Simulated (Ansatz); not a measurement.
The starting structures come from a database of crystals and need not be the phases stable at ambient conditions.

 Where the default PAW files enter, the runs use the earlier of Ansatz's two default sets.

Inside the gap of an insulator the Bloch states are evanescent, with a wavenumber k + iκ along the transport direction.

Data:

```xyz
6
Lattice="3.6292 0.0000 0.0000 0.0000 5.2753 0.0000 0.0000 0.0000 3.5580" Properties=species:S:1:pos:R:3 pbc="T T T"
Hf     1.8146     2.6376     1.7790
Hf     0.0000     0.0000     0.0000
O      1.8146     1.5973     0.0000
O      1.8146     4.2350     0.0000
O      0.0000     1.0403     1.7790
O      0.0000     3.6780     1.7790
```

Space group of this cell: Pmmn. The cell is strained (lengths across the current scaled by 1.02, ions clamped); by r2SCAN its mean pressure is -5.7 GPa.

Transport runs along the normal of the first two printed cell vectors.

No gap correction and no spin-orbit coupling; mid-gap values are interpolated between computed energies.

Problem. Give the band gap and the smallest decay constant κ at mid-gap that r2SCAN run with Ansatz (a quantum-chemistry and plane-wave program) yields.

Solution. Gap 5.10 eV on a 8×6×8 mesh; κ = 0.426 1/Å, at the zone centre.
